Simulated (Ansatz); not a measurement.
For Sc2B2P (model structure, started from the Ti2InB2 type, P-6m2, No. 187, 5 atoms in the cell), PBEsol in Ansatz (plane waves, PAW) gives:

- lattice parameter a: 3.191 Å
- lattice parameter c: 7.207 Å
- bulk modulus B0: 149 GPa
- cohesive energy: 6.20 eV/atom

Task: What does r²SCAN in Ansatz (PAW) give for the same quantities?

Result: 
- lattice constant a: 3.260 Å (goes up by 2.2 %)
- lattice parameter c: 7.147 Å (drops by 0.8 %)
- bulk modulus: 141 GPa (falls by 5.4 %)
- cohesive energy: 5.70 eV/atom (falls by 0.50 eV/atom)

Changes are worked out from the printed values.

Unless a cell is named, each level is at its own relaxed cell (PBEsol 12.71, r²SCAN 13.15 Å³/atom).

The crystal itself was run without spin with PBEsol, r²SCAN; a magnetic state was not tried in these runs.

Caveats: the bulk modulus is −V dP/dV from two relaxed cells at ±2 % in volume (PBEsol, r²SCAN). Ansatz's density-functional and Hartree–Fock values are scalar-relativistic unless marked +SOC, with PAW data made under PBE.

A model structure was made by putting elements into a prototype or built by hand; it is no filed structure, need not be a known phase, and can be a saddle point held by its symmetry.

Ansatz is a program for electronic structure.
